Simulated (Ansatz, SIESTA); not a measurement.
**NaPt2 (Fd-3m, 6 atoms in the cell) computed with different codes at matched settings**

Relaxation of cell and atoms.

```
NaPt2
1.0
    0.00000     3.75235     3.75235
    3.75235     0.00000     3.75235
    3.75235     3.75235     0.00000
Na Pt
2 4
Direct
  0.50000   0.50000   0.50000
  0.75000   0.75000   0.75000
  0.12500   0.12500   0.12500
  0.62500   0.12500   0.12500
  0.12500   0.12500   0.62500
  0.12500   0.62500   0.12500
```

Shared settings, as Ansatz (a quantum-chemistry and plane-wave program) writes them: kpoints.mp_grid.grid = 8 8 8; scf.occupations.method = fermi_dirac; scf.occupations.width = 0.1 eV. Potentials and cutoffs stand in the table.

```tsv
code	model	final volume (Å³/atom)	cutoff
SIESTA	LDA PW92, numerical atomic orbitals DZP, PseudoDojo LDA standard norm-conserving potentials (rewritten from UPF to PSML)	16.97	grid 300 Ry
Ansatz	LDA (PW92), PAW files made with PBE	16.96	420 eV
```

On Ansatz's run: spin-orbit coupling is off. Spin polarisation is off.

The spread over the programs that give each value: final volume within 0.01 Å³/atom.

SIESTA uses small atom-centred bases, whose incompleteness enters pressures, forces and empty levels differently from a plane-wave cutoff. The programs treat the finite-basis stress differently while the cell relaxes: Ansatz adds an estimate of it.

The starting cell comes from a database of computed structures (which also holds hypothetical and non-ambient phases and stackings), without a prior relaxation at this level.

Keys are those of Ansatz 0.2.
